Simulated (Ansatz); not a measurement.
# MgTe: response to strain

Take MgTe in the zinc blende structure (space group F-43m, No. 216; a = 6.368 Å) as the base. Axes: x, y, z lie along the cube axes.

Strains are applied to the cell and any free atomic positions relax; under biaxial strain the out-of-plane vector relaxes too.

All numbers come from LDA (Ansatz, a program for electronic structure; PAW; 420 eV plane waves; no spin-orbit coupling).

Notes on the quantities. energy relative to the base: free energy F.

| biaxial strain, plane normal [001], relaxed out of plane (%) | energy relative to the base (meV/atom) |
|---|---|
| -3 | 6.9 |
| -2.5 | 4.7 |
| -2 | 3.0 |
| -1.5 | 1.7 |
| -1 | ? |
| -0.5 | 0.2 |
| 0 | 0.0 |

Q: Fit ΔE = Aε² + Bε³ (ε in %) to the rows shown and predict the withheld row.

A: Least squares on the printed values gives A = 0.721 and B = -0.015 meV/atom (largest residual 0.0 meV/atom); this predicts 0.7 meV/atom, and the run gives 0.7 meV/atom, in agreement.

Whether these cells are dynamically stable was not tested.
